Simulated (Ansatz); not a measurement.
# Electron-phonon data for ScZn (Pm-3m)

Consider the following.

```
ScZn
1.0
    3.30168     0.00000     0.00000
    0.00000     3.30168     0.00000
    0.00000     0.00000     3.30168
Sc Zn
1 1
Cartesian
  0.00000   0.00000   0.00000
  1.65084   1.65084   1.65084
```

The numbers are results of PBEsol, DFPT electron-phonon coupling, linearised Boltzmann equation (plane waves, PAW, scalar-relativistic; Ansatz, an electronic-structure program), not measurements. Geometry: relaxed with this functional, without spin-orbit coupling.

```yaml
resistivity at 300 K: 26 μΩ·cm
resistivity at 77 K: 3.7 μΩ·cm
electron mean free path at 300 K (weighted by the current that each state carries): 4.3 nm
```

A metal at this level (no band gap). Only scattering by harmonic phonons is included (no impurities, grain boundaries, electron-electron scattering or thermal expansion). Spin-orbit coupling is left out. Halving the electron mesh (24x24x24) moves the resistivity by up to 9 % at 300 K, the mean free path by up to 6 %. Smearing 0.20 eV; phonons on a 4x4x4 q mesh, which this run doesn't test and which matters most at low temperature.

Formula and space group known from diffraction (Crystallography Open Database), not checked to be the room-temperature form: ScZn (Pm-3m).
